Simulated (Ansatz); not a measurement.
System: SiNF (model structure, Pmn2₁, No. 31, 6 atoms in the cell). Method: r²SCAN in Ansatz (PAW).

Settings: plane-wave cutoff 560 eV, 12×6×8 k mesh (along the axes of the cell as run), Fermi–Dirac smearing 0.01 eV, scalar-relativistic PAW data made under PBE.

Computed at the level's own relaxed cell.

```xyz
6
Lattice="2.8939 0.0000 0.0000 0.0000 4.9921 0.0000 0.0000 0.0000 4.8283" Properties=species:S:1:pos:R:3 pbc="T T T"
Si     0.0000     1.9501    -0.0457
N      1.4470     2.3999     3.9692
F      0.0000     0.3703     0.1000
Si     1.4470     3.0420     2.3685
N      0.0000     2.5922     1.5551
F      1.4470     4.6217     2.5142
```

Task: List the 20 lowest band energies at Γ above −25 eV (eV, relative to the valence band maximum), grouping those that round alike.

Result: At Γ: -24.81, -24.54, -17.52, -15.19, -8.98, -6.20, -6.09, -4.57, -4.35, -4.32, -3.37, -2.97, -2.44, -2.22, -2.18, -0.14, 5.96, 5.98, 7.76, 9.82.

Note: the relaxation could raise the start's symmetry but not lower it, so the cell can be a saddle point.

A model structure was made by putting elements into a prototype or built by hand; it is no filed structure, need not be a known phase, and can be a saddle point held by its symmetry.

Ansatz is a quantum-chemistry and plane-wave program.
